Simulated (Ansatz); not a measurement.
SrGaHO₂ (model structure, started from the SrVO2H type, P4/mmm, No. 123, 5 atoms in the cell)

Computed with LDA (Ansatz, a program for electronic structure, PAW).

Settings: plane-wave cutoff 520 eV, 8×8×10 k mesh (along the axes of the cell as run), Fermi–Dirac smearing 0.01 eV, scalar-relativistic PAW data made under PBE.

Cell (relaxed with PBEsol):

```xyz
5
Lattice="3.9366 0.0000 0.0000 0.0000 3.9366 0.0000 0.0000 0.0000 3.5810" Properties=species:S:1:pos:R:3 pbc="T T T"
Sr     1.9683     1.9683     1.7905
Ga     0.0000     0.0000     0.0000
O      1.9683     0.0000     0.0000
O      0.0000     1.9683     0.0000
H      0.0000     0.0000     1.7905
```

```json
{
 "band_gap": "0.78 eV",
 "smallest_direct_gap_on_the_k_points_sampled": "0.83 eV",
 "direct gap at Γ": "5.43 eV"
}
```

Note: the relaxation could raise the start's symmetry but not lower it, so the cell can be a saddle point; cell and atoms aren't relaxed at this level (pressure -4.6 GPa).

Spin–orbit coupling is not included.

Static lattice: no zero-point or thermal effects.

Cost on a shared machine: around 15 core-seconds (rough).

A model structure was made by putting elements into a prototype or built by hand; it is no filed structure, need not be a known phase, and can be a saddle point held by its symmetry.
